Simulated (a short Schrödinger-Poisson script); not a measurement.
System: gated Al0.2Ga0.8N/GaN polarisation-induced gas, at 300 K.

```
layer     material  thickness (nm)  Na (cm⁻³)
-----  -----------  --------------  ---------
1      Al0.2Ga0.8N              10          -
2              GaN            6000       1e15
```

The device is made up for the run: typed textbook-type constants, with dimensions and the other settings drawn at random. Al0.2Ga0.8N: permittivity 9.38, conduction-band edge (eV) 0.262, gap (eV) 3.804, electron mass (mₑ) 0.224, Nv at 300 K (cm⁻³) 4.6e19. GaN: permittivity 9.5, conduction-band edge (eV) 0, gap (eV) 3.43, Nv at 300 K (cm⁻³) 4.6e19.

Channel valleys (confinement mass, in-plane density-of-states mass, number): Γ 0.2, 0.2, 1. At the gate the conduction-band edge of layer 1 lies 1.1 eV − eVg above the Fermi level of the channel; the field vanishes at the back. Sheet of polarisation charge: +9.4e12 e/cm² at 10 nm from the gate. The barrier under the gate holds no holes. Gaps are held at their typed values at every temperature. Mesh 0.08 nm at interfaces.

From a short Schrödinger-Poisson script (our own, NumPy): 1D Poisson equation in equilibrium, electrons quantum, Hartree (BenDaniel-Duke, 40 states a valley, the channel's in-plane mass for all, wave functions free to enter the barrier), parabolic valleys, classical holes, full ionisation, no traps, pinning or gate leakage.

The same stack at other levels of the model or other numerical settings:

| run | sheet density of all electrons at Vg = 0.5 V (cm⁻²) | sheet density of all electrons at Vg = -0.5 V (cm⁻²) | capacitance at Vg = 0.5 V (μF/cm²) | centroid of the channel electrons at Vg = 0.5 V (nm) | rough cost against the base |
|---|---|---|---|---|---|
| base | 6.27e12 | 1.78e12 | 0.758 | 2.51 | about 1 |
| electrons treated as classical, Boltzmann | 6.85e12 | 2.00e12 | 0.797 | 1.23 | 0.03 |
| electrons treated as classical, Fermi-Dirac | 6.32e12 | 1.90e12 | 0.728 | 2.13 | 0.1 |
| electrons treated as quantum, Hartree plus LDA exchange-correlation | 6.45e12 | 1.88e12 | 0.765 | 2.25 | 2 |
| mesh six times as coarse | 6.27e12 | 1.78e12 | 0.758 | 2.44 | 0.3 |
| one subband a valley | 6.23e12 | 1.75e12 | 0.752 | 1.79 | 0.4 |

The classical rows ignore confinement, and Boltzmann statistics overrate the density once the band edge passes the Fermi level.
